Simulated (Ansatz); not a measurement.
A zone-centre phonon calculation of CuZn (Pm-3m, 2 atoms in the cell) with Ansatz (a quantum-chemistry and plane-wave program).

Method: PBE (plane waves, PAW; Ansatz).

```xyz
2
Lattice="2.9411 0.0000 0.0000 0.0000 2.9411 0.0000 0.0000 0.0000 2.9411" Properties=species:S:1:pos:R:3 pbc="T T T"
Zn     1.4706     1.4706     1.4706
Cu     0.0000     0.0000     0.0000
```

Reference input (self-consistent single point, DFT, PBE, plane waves, default PAW files): basis.ecutwfc = 420 eV; kpoints.mp_grid.grid = 11 11 11; hamiltonian.xc = pbe; hamiltonian.pseudopotentials = {kind: paw} (the program's default PAW files); scf.occupations.method = gaussian; scf.occupations.width = 0.1 eV. This run's input differs from it in these lines:

Ansatz 0.2 input:
```diff
@@ -10,3 +10,3 @@
 basis:
-  ecutwfc: 420.0
+  ecutwfc: 250.0
 kpoints:
@@ -22,6 +22,4 @@
     width: 0.1
-output:
-  forces: true
-  eigenvalues: true
-  stress: true
+phonons:
+  method: dfpt
```

The program printed (abridged):

```
SCF iter   1: F=—  HF=-9941.142809 eV  |F-HF|=—  |Δ(HF+E_count)|=         —  Δρ=3.47e-2  dr2=1.09e-1  ethr=1.77e-3  ⟨swp⟩=3.7  Hψ=9313  notcnv=0
all-band conjugate gradients solve this SCF's bands
preconditioner: auto → none
SCF iter   2: F=—  HF=-9940.787594 eV  |F-HF|=—  |Δ(HF+E_count)|=   3.55e-1  Δρ=3.95e-2  dr2=2.67e-1  ethr=3.51e-4  ⟨swp⟩=2.0  Hψ=5993  notcnv=0  defer=55
   [... lines left out ...]
SCF iter   5: F=—  HF=-9940.730361 eV  |F-HF|=—  |Δ(HF+E_count)|=   2.10e-3  Δρ=4.94e-4  dr2=3.77e-5  ethr=1.24e-5  ⟨swp⟩=2.0  Hψ=3424  notcnv=0  defer=55
SCF iter   6: F=—  HF=-9940.730328 eV  |F-HF|=—  |Δ(HF+E_count)|=   3.24e-5  Δρ=5.09e-5  dr2=3.45e-7  ethr=1.22e-7  ⟨swp⟩=2.1  Hψ=4058  notcnv=0  defer=55
SCF iter   7: F=—  HF=-9940.730327 eV  |F-HF|=—  |Δ(HF+E_count)|=   1.53e-6  Δρ=3.74e-6  dr2=1.67e-9  ethr=1.11e-9  ⟨swp⟩=2.0  Hψ=3521  notcnv=0  defer=55
SCF iter   8: F=-9940.730327 eV  HF=-9940.730327 eV  |F-HF|=0.00e0  |Δ(HF+E_count)|=  1.71e-10  Δρ=1.74e-7  dr2=4.28e-12  ethr=1.00e-12  ⟨swp⟩=5.3  Hψ=11772  notcnv=0
SCF 1 converged in 8 iterations: F = -9940.730327 eV  dr2 = 4.28e-12
DFPT response loops at Γ: preconditioner auto → Kerker (q_TF=auto, 2.820 Å⁻¹) (partly filled bands, converged f_vac=0.000) …
Free energy (F): -9940.730327 eV
Internal energy: -9940.726473 eV  (E = F + TS)
E sigma→0 (E₀):  -9940.728400 eV
Entropy (-TS):   -0.003854 eV (-1.927 meV/atom)
Fermi energy:    14.273719 eV
--- Phonons (Γ-DFPT): 2 representative perturbations + reference, on 126 of 1331 k-points (Σ response iterations 12) ---
  k mesh reduced under 8 symmetry operations, with k and −k counted as one. Each operation leaves every solved perturbation unchanged …
  ASR residual: 3.642e-5 → 0.000e0 eV/Å²; symmetrization residual: 3.291e-7 eV/Å²
  ASR residual per site (eV/Å²): 2.52e-5 3.64e-5
  Γ frequencies (cm⁻¹): 0.00 0.00 0.00 165.81 165.81 165.81
  non-analytic LO–TO correction: not included (Born effective charges unavailable; polar crystals: no LO–TO splitting at Γ)
```

The run converged in 8 iterations. 

Summary of the result:
- Free energy E − TS (on the zero of these files): -9940.7303 eV
- Fermi level (on the code's own zero): 14.27 eV
- Zone-centre frequencies (cm⁻¹; negative means imaginary): 0, 0, 0, 166, 166, 166

The starting cell has typed, rounded lattice constants, without a prior relaxation at this level. Its lattice was rescaled by up to half a per cent. Spin polarisation is off. The cutoff lies below the one recommended for these files.
